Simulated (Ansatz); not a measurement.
Given:

End structure of the (322) surface of fcc Cu in its 1x1 cell, outermost plane spacing 0.44 Å in the ideal cut:

```yaml
crystal:
  lattice:
    - [2.56680, 0.00000, 0.00000]
    - [0.00000, 10.58318, 0.00000]
    - [0.00000, 0.00000, 26.50000]
  atoms:
    - { symbol: Cu, position: [0.50000, 0.21351, 0.31394] }
    - { symbol: Cu, position: [0.00000, 0.41480, 0.32735] }
    - { symbol: Cu, position: [0.50000, 0.61736, 0.34334] }
    - { symbol: Cu, position: [0.00000, 0.82099, 0.35902] }
    - { symbol: Cu, position: [0.50000, 0.02576, 0.37312] }
    - { symbol: Cu, position: [0.00000, 0.23166, 0.39352] }
    - { symbol: Cu, position: [0.50000, 0.43995, 0.40972] }
    - { symbol: Cu, position: [0.00000, 0.64629, 0.42543] }
    - { symbol: Cu, position: [0.50000, 0.85343, 0.44113] }
    - { symbol: Cu, position: [0.00000, 0.05806, 0.45824] }
    - { symbol: Cu, position: [0.50000, 0.26431, 0.47583] }
    - { symbol: Cu, position: [0.00000, 0.47043, 0.49228] }
    - { symbol: Cu, position: [0.50000, 0.67663, 0.50772] }
    - { symbol: Cu, position: [0.00000, 0.88275, 0.52417] }
    - { symbol: Cu, position: [0.50000, 0.08899, 0.54176] }
    - { symbol: Cu, position: [0.00000, 0.29363, 0.55887] }
    - { symbol: Cu, position: [0.50000, 0.50077, 0.57457] }
    - { symbol: Cu, position: [0.00000, 0.70711, 0.59028] }
    - { symbol: Cu, position: [0.50000, 0.91540, 0.60648] }
    - { symbol: Cu, position: [0.00000, 0.12130, 0.62688] }
    - { symbol: Cu, position: [0.50000, 0.32607, 0.64098] }
    - { symbol: Cu, position: [0.00000, 0.52970, 0.65666] }
    - { symbol: Cu, position: [0.50000, 0.73226, 0.67265] }
    - { symbol: Cu, position: [0.00000, 0.93355, 0.68606] }
```

Model: 24-atom slab, 10.1 Å thick at the start (thin: gaps and levels are the slab's own), 15x4x1 mesh, Fermi-Dirac 0.1 eV, dipole correction, single point; on the structure that PBE left under its start's symmetry; no spin, no spin-orbit, no U.

**Question.** Predict the work function of the top face from Ansatz (an electronic-structure program) with r2SCAN, at the PBE geometry.

**Answer.** 4.64 eV

**Question.** Predict the surface energy (mean of both faces) from r2SCAN, at the PBE geometry.

**Answer.** 1.70 J/m²
